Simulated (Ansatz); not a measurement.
We consider C (model structure, I4/mmm, No. 139, 4 atoms in the cell), described by r²SCAN+rVV10 (PAW; Ansatz, a quantum-chemistry and plane-wave program).

Settings: plane-wave cutoff 560 eV, 16×16×16 k mesh, Fermi–Dirac smearing 0.01 eV, scalar-relativistic PAW data made under PBE.

Cell (relaxed at this level):

Space group I4/mmm (No. 139); a = 4.3610 Å, b = 4.3610 Å, c = 2.5002 Å, α = 90.00°, β = 90.00°, γ = 90.00°

| atom | site | symmetry | x | y | z |
|---|---|---|---|---|---|
| C | 8h | m.2m | 0.1803 | 0.1803 | 0.0000 |
(The calculation used a cell of 4 atoms; values per cell refer to that cell.)

### Question
Give the computed band gap and Γ–Γ gap.

### Answer

- band gap: 2.66 eV (on the SCF k mesh)
- Γ–Γ gap: 5.67 eV

Note: the relaxation could raise the start's symmetry but not lower it, so the cell can be a saddle point.

Static lattice: no zero-point or thermal effects.

A model structure was made by putting elements into a prototype or built by hand; it is no filed structure, need not be a known phase, and can be a saddle point held by its symmetry.
